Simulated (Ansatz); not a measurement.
# Sn$_{4}$P$_{3}$ (space group R-3m, No. 166; a cell from a computed database, its experimental status unchecked)

Sn$_{4}$P$_{3}$ is taken in the trigonal space group R-3m, hexagonal axes (No. 166), Pearson symbol hR7. Conventional cell: a = 3.9522 Å, b = 3.9522 Å, c = 35.1112 Å, α = 90.00°, β = 90.00°, γ = 120.00°. Sn1 on 6c is coordinated by 3 P at 2.755 Å and 3 P at 2.896 Å (octahedral). Sn2 on 6c sees 3 P at 2.663 Å and 3 Sn at 3.242 Å (octahedral). P1 on 3a is surrounded by 6 Sn at 2.755 Å (octahedral). P2 on 6c has 3 Sn at 2.663 Å and 3 Sn at 2.896 Å (octahedral). (Neighbours: up to the widest gap in distance over summed covalent radii, below 1.35, at either atom; cation-cation and far metal-metal contacts left out.)
(The calculation used a cell of 7 atoms; values per cell refer to that cell.)

Calculations: PBEsol in Ansatz (plane waves to 420 eV, PAW, spin-orbit coupling left out). Γ-centred 14×14×14 mesh, Fermi–Dirac width 0.05 eV.

```json
{
 "volume_per_atom": "22.62 Å³",
 "density": "5.95 g/cm³",
 "band_gap": "zero",
 "total_energy": "-3717.108 eV/atom (σ→0; compares only within this code and set-up)"
}
```

Stability against distortions was not tested. All final runs are without spin polarisation. An odd electron count without spin: Sn4P3.

Ansatz is a first-principles code.
